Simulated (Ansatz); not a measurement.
Start from TiO₂ in the anatase structure (space group I4_1/amd, No. 141; a = 3.7698 Å, c = 9.5518 Å). Axes: x, y, z lie along a, b, c of the conventional cell.

It is then changed as follows: biaxial strain +2.46 %, plane normal [001], relaxed out of plane (Cartesian); in-plane vectors clamped, the third vector and the atoms free.

Levels (all Ansatz, a first-principles code, PAW): PBEsol (420 eV, no SOC); HSE06 (420 eV, spin-orbit coupling left out).

The geometry is relaxed with PBEsol.

| Item | Value |
|---|---|
| PBEsol lowest conduction level above the VBM at special points | Γ 1.90 eV; M 2.32 eV; S₀ 2.94 eV |

Task: What does HSE06 give at this geometry for the lowest conduction level above the VBM at special points?

Result: The lowest conduction level above the VBM at special points goes from Γ 1.90 eV; M 2.32 eV; S₀ 2.94 eV to Γ 3.42 eV; M 3.90 eV; S₀ 4.53 eV.

Single points use the geometry relaxed with PBEsol. HSE06 gaps are upper bounds (no full band path). The levels and masses belong to the bands next to the band gap. Stability against distortions was not tested. The final runs are not spin-polarised.
